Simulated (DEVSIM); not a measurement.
System: abrupt Si n-p junction, at 300 K.

| layer (left to right) | material | thickness (μm) | Nd (cm⁻³) | Na (cm⁻³) | τn (s) | τp (s) |
|---|---|---|---|---|---|---|
| 1 | Si | 2.20 | 2e15 | - | 1e-5 | 1e-5 |
| 2 | Si | 14.0 | - | 5.4e16 | 1e-5 | 1e-5 |

Left contact: ohmic. Right contact: ohmic. Voltage is applied to the left contact. Recombination: SRH at mid-gap, radiative, Auger. Mobility is μmin + (μ − μmin)/(1 + (N/Nref)^α).

This is a model device: material constants are rounded textbook-type values typed into the input, and sizes, dopings and lifetimes were drawn at random. Values at 300 K.

| parameter | Si |
|---|---|
| gap (eV) | 1.124 |
| affinity (eV) | 4.05 |
| permittivity | 11.7 |
| Nc (cm⁻³) | 2.86e19 |
| Nv (cm⁻³) | 3.1e19 |
| μn (cm²/Vs) | 1417 |
| μp (cm²/Vs) | 470 |
| μn,min | 52 |
| μp,min | 45 |
| Nref,n | 9.7e16 |
| Nref,p | 2.2e17 |
| αn | 0.68 |
| αp | 0.72 |
| B (cm³/s) | 4.7e-15 |
| Cn (cm⁶/s) | 2.8e-31 |
| Cp (cm⁶/s) | 9.9e-32 |

Model (solved in DEVSIM): 1D drift-diffusion, Boltzmann statistics, complete ionisation; no tunnelling, impact ionisation, image-force lowering or self-heating.

Problem. Tabulate band edges, carrier densities and field at -0.9 V on the left contact.

Solution. Energies count from the Fermi level of the right contact; mesh points crowd at the junctions.

| x (μm) | Ec (eV) | Ev (eV) | n (cm⁻³) | p (cm⁻³) | field (V/cm) |
|---|---|---|---|---|---|
| 0.000 | 1.147 | 0.023 | 2.0e15 | 58000 | -1500 |
| 0.03222 | 1.143 | 0.019 | 2.3e15 | 5.3e14 | -1400 |
| 0.1016 | 1.134 | 0.010 | 3.2e15 | 1.4e15 | -1100 |
| 0.2671 | 1.119 | -0.005 | 5.1e15 | 3.2e15 | -640 |
| 0.8323 | 1.097 | -0.027 | 1.1e16 | 8.5e15 | -270 |
| 1.555 | 1.082 | -0.042 | 1.7e16 | 1.5e16 | -160 |
| 1.935 | 1.077 | -0.047 | 2.0e16 | 1.8e16 | -130 |
| 2.126 | 1.075 | -0.049 | 2.1e16 | 2.0e16 | 73 |
| 2.182 | 1.080 | -0.044 | 1.7e16 | 2.6e16 | 3100 |
| 2.207 | 1.093 | -0.031 | 1.0e16 | 4.4e16 | 5100 |
| 2.248 | 1.101 | -0.023 | 7.6e15 | 6.0e16 | 300 |
| 2.393 | 1.100 | -0.024 | 7.4e15 | 6.1e16 | -97 |
| 2.685 | 1.097 | -0.027 | 7.4e15 | 6.1e16 | -97 |
| 3.324 | 1.091 | -0.033 | 7.4e15 | 6.1e16 | -97 |
| 5.763 | 1.067 | -0.057 | 7.2e15 | 6.1e16 | -97 |
| 10.01 | 1.026 | -0.098 | 6.5e15 | 6.1e16 | -99 |
| 13.58 | 0.989 | -0.135 | 4.4e15 | 5.8e16 | -110 |
| 15.05 | 0.973 | -0.151 | 2.5e15 | 5.7e16 | -110 |
| 15.85 | 0.964 | -0.160 | 9.1e14 | 5.5e16 | -120 |
| 16.06 | 0.962 | -0.162 | 3.9e14 | 5.4e16 | -120 |
| 16.15 | 0.960 | -0.164 | 1.3e14 | 5.4e16 | -120 |
| 16.20 | 0.960 | -0.164 | 2200 | 5.4e16 | -120 |
